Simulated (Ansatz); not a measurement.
**Fluorite CoSi2**

Method: r²SCAN+rVV10 (Ansatz, a program for electronic structure, plane waves, PAW).

Numerical settings: plane-wave cutoff 560 eV, 18×18×18 k mesh, Fermi–Dirac smearing 0.05 eV, no spin polarisation, scalar-relativistic PAW data made under PBE.

Cell: relaxed at this level.

```
Property                                            Value
------------------------------------------  -------------
equilibrium volume per atom                 12.46 Å³/atom
bulk modulus B0                                   200 GPa
lattice parameter a                               5.307 Å
band gap                                             none
pressure derivative B′ of the bulk modulus            4.5
```

Measured, for comparison: equilibrium volume per atom 12.87 Å³/atom, lattice constant a 5.365 Å (room temperature, not corrected to a static lattice; as tabulated in Hegde and Bowen (2014), arXiv:1405.1317). Computed (rounded) less measured: equilibrium volume per atom -3.2 %, lattice constant a -1.1 %. A static lattice is as a rule a little smaller and stiffer than an uncorrected measurement, which narrows the difference in the lattice constant a and would widen misses of the other sign.
